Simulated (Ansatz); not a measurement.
Ta₂O₅ (model structure, Pbam, No. 55, 14 atoms in the cell), treated with PBEsol (Ansatz, a quantum-chemistry and plane-wave program, plane waves, PAW).

Numerical settings: plane-wave cutoff 520 eV, 6×6×10 k mesh (along the axes of the cell as run), Fermi–Dirac smearing 0.01 eV, scalar-relativistic PAW data made under PBE.

Cell (relaxed at this level):

Space group Pbam (No. 55); a = 6.1955 Å, b = 7.3257 Å, c = 3.7866 Å, α = β = γ = 90.00°

| atom | site | symmetry | x | y | z |
|---|---|---|---|---|---|
| Ta | 4g | ..m | 0.2760 | 0.1197 | 0.0000 |
| O | 4h | ..m | 0.3018 | 0.1583 | 0.5000 |
| O | 2a | ..2/m | 0.0000 | 0.0000 | 0.0000 |
| O | 4g | ..m | 0.1105 | 0.3604 | 0.0000 |

Task: Estimate the band gap and direct gap at Γ that the calculation returns.

Result: 
band gap: 2.17 eV (on the SCF k mesh)
direct gap at Γ: 3.29 eV

Note: the relaxation could raise the start's symmetry but not lower it, so the cell can be a saddle point.

Spin–orbit coupling is not included.

The computed numbers hold no vibrational or temperature effects.

A model structure was made by putting elements into a prototype or built by hand; it is no filed structure, need not be a known phase, and can be a saddle point held by its symmetry.
